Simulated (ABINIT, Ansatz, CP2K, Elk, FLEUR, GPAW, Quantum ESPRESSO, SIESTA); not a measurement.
**One structure in several programs: CaZrN₂ (R-3m, 4 atoms in the cell)**

Self-consistent single point.

```
CaZrN2
1.0
    1.66753     0.96275     5.64201
   -1.66753     0.96275     5.64201
    0.00000    -1.92550     5.64201
Ca Zr N
1 1 2
Cartesian
  0.00000   0.00000   0.00000
  0.00000   0.00000   8.46302
  0.00000   0.00000   4.03043
  0.00000   0.00000  12.89562
```

All programs got the same cell, k-point mesh and kind of occupations (in Ansatz's words: kpoints.mp_grid.grid = 8 8 8; scf.occupations.method = fermi_dirac; scf.occupations.width = 0.0037 Ry); potentials, basis and cutoffs are each program's usual ones.

| code | model | pressure (GPa) | largest force (eV/Å) | gap on the mesh (eV) | k-points | cutoff |
|---|---|---|---|---|---|---|
| CP2K | PBEsol, GPW, DZVP-MOLOPT-SR-GTH basis, GTH-PBE potentials (GTH_POTENTIALS) | -6.51 | 0.140 | 0.371 | 260 | grid 500 Ry |
| ABINIT | PBEsol, norm-conserving pseudopotentials (PseudoDojo nc-sr-04 PBEsol standard) | -7.42 | 0.124 | 0.428 | 65 | 42 Ha |
| FLEUR | PBEsol, all-electron FLAPW (FLEUR), scalar-relativistic valence | – | 0.180 | 0.452 | 65 | Kmax 4.2 1/bohr |
| Quantum ESPRESSO | PBEsol, GBRV 1.5 ultrasoft (PBESOL) pseudopotentials | -7.45 | 0.144 | 0.427 | 65 | 40 Ry |
| GPAW | PBEsol, GPAW PAW datasets PBEsol (made by gpaw-setup) | – | 0.229 | 0.446 | 65 | 950 eV |
| SIESTA | GGA PBEsol, numerical atomic orbitals DZP, PseudoDojo PBEsol standard norm-conserving potentials (rewritten from UPF to PSML) | -1.72 | 0.006 | 0.994 | 296 | grid 300 Ry |
| Elk | PBEsol, all-electron FP-LAPW, Elk's shipped species files, APW+lo basis with extra local orbitals | – | – | 0.426 | 65 | rgkmax 8 |
| Ansatz | PBEsol, PAW files made with PBE | -7.61 | 0.133 | 0.423 | 65 | default |

A dash marks a value that a program does not give, or that is left out as unsure.

Gaps are read on the mesh.

The spread over the programs that give each value: pressure within 5.89 GPa; largest force within 0.223 eV/Å; gap on the mesh within 0.623 eV.

The starting cell comes from a database of computed structures (which also holds hypothetical and non-ambient phases and stackings), without a prior relaxation at this level. Its lattice was rescaled by a random factor within 2.5 % of one. On Ansatz's run: In the base run, with a pressure of about -7 GPa the cell is away from its equilibrium volume at this level.

Q: Why do the programs differ, and what cannot be compared?

A: Differences of this kind can come from the potentials, where these differ, and from what each basis and cutoff leave unconverged. The zero of total energies and Fermi levels follows the potentials and each program's conventions, so they are not compared here. CP2K and SIESTA use small atom-centred bases, whose incompleteness enters pressures, forces and empty levels differently from a plane-wave cutoff. FLEUR and Elk treat all electrons, but the usual bases taken here (sphere radii, linearisation, local orbitals, empty states) were not tested for convergence, so the values are no reference for the others. Ansatz's pressure is given at a fixed set of plane waves, as the other plane-wave codes print theirs; with its correction for the finite basis it is -7.41 GPa. Ansatz's smearing width was typed in Ry to four decimals, so it matches the others to a few per cent. The pressure of GPAW is left out: its cutoff lies under the one at which its stress was checked. The programs reduce the same mesh by symmetry to different extents, which changes the work and not the result. In the pressure, SIESTA (by 5.73) lies more than 1 GPa from the median of the plane-wave programs. In the gap, SIESTA (by 0.567) lies more than 0.12 eV from the median of the plane-wave programs. In the force vectors, GPAW (by 0.091) and SIESTA (by 0.132) lie more than 0.08 eV/Å from the median of the plane-wave programs.

Ansatz is a program for electronic structure.

Keys are those of Ansatz 0.2.
